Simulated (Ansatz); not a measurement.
Consider AlRu in the CsCl type structure (space group Pm-3m, No. 221; a = 2.983 Å; relaxed with 0.1 eV smearing). Axes: x, y, z lie along the cube axes.

Method: r2SCAN (Ansatz, a first-principles code, PAW, scalar-relativistic without spin-orbit coupling).

One thing is altered: biaxial strain −2.01 %, plane normal [111], relaxed out of plane (Cartesian); in-plane vectors clamped, the third vector and the atoms free.

Predict the new out-of-plane strain and energy relative to the base.

The out-of-plane strain amounts to +1.45 %; the energy goes up by 16 meV/atom.

No phonon test of stability was made. The final runs are not spin-polarised.
